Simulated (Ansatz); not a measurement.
**ZrS2: biaxial strain +0.15 %, plane normal [001], relaxed out of plane**

Start from ZrS$_{2}$ in the CdI2 type structure (space group P-3m1, No. 164; a = 3.635 Å, c = 5.720 Å; layered, stacked along the Cartesian z axis). Axes: x lies along a and z along c of the hexagonal cell.

Now apply this change: biaxial strain +0.15 %, plane normal [001], relaxed out of plane (Cartesian); in-plane vectors clamped, the third vector and the atoms free.

Calculations: PBE-D3(BJ) (Ansatz, a program for electronic structure, PAW, no spin-orbit coupling). k-mesh 10×10×6 (Γ-centred); smearing 0.05 eV (Fermi–Dirac).

* **Volume per atom**: 21.87 Å³ (base 21.81 Å³)
* **Pressure (mean of the normal stresses, compression positive)**: -0.16 GPa (base 0.00 GPa)
* **Band gap**: 0.67 eV (base 0.66 eV)
* **Gap character**: indirect, Γ → L (base indirect, Γ → L)
* **Smallest direct gap**: 1.40 eV (base 1.41 eV)
* **Width of the top valence band**: 2.07 eV (base 2.07 eV)
* **Valence-band top at Γ (three highest levels, from the VBM)**: 0.00, -0.25, -0.25 eV (base 0.00, -0.24, -0.24 eV)
* **Out-of-plane strain**: -0.06 %
* **Mean in-plane stress (compression positive)**: -0.2 GPa

Final structure (turned so that z lies along the plane normal):

```xyz
3
Lattice="3.6403 0.0000 0.0000 1.8201 3.1526 0.0000 0.0000 0.0000 5.7165" Properties=species:S:1:pos:R:3 pbc="T T T"
Zr     0.0000     0.0000     0.0000
S      1.8201     1.0509     1.4579
S      3.6403     2.1017     4.2586
```

No phonon test of stability was made.
